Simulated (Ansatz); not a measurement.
Start from CuI in the zinc blende structure (space group F-43m, No. 216; a = 6.023 Å). Axes: x, y, z lie along the cube axes.

Computed with DFT with r2SCAN, PAW potentials and a 500 eV plane-wave cutoff in Ansatz (an electronic-structure program), scalar-relativistic without spin-orbit coupling.

Before the change:

The valley order is Γ 1.67 eV; L along ⟨111⟩ 2.57 eV; X along ⟨100⟩ 2.90 eV.

One thing is altered: a pure shear with ε_xy = ε_yx = 0.0114; the atoms relax in the strained cell.

Task: Predict the new energy relative to the base.

Result: The energy grows by 1.0 meV/atom.

Task: Estimate the effect on the valley order.

Result: The valley order (the lowest conduction-band minima on the path, energy above the VBM, named in the base's zone) becomes Γ 1.65 eV; L along [1-1-1] 2.47 eV; L along [111] 2.63 eV; X along [001] 2.81 eV (base: Γ 1.67 eV; L along ⟨111⟩ 2.57 eV; X along ⟨100⟩ 2.90 eV).

Task: Estimate the effect on the stress.

Result: The stress (xx, yy, zz, yz, xz, xy; compression positive) comes out as (0.00, 0.00, 0.00, 0.00, 0.00, -0.52) GPa.

With I present, leaving out spin-orbit coupling can change the band edges. The levels and masses belong to the bands next to the band gap. Stability against distortions was not tested. The final runs are not spin-polarised.
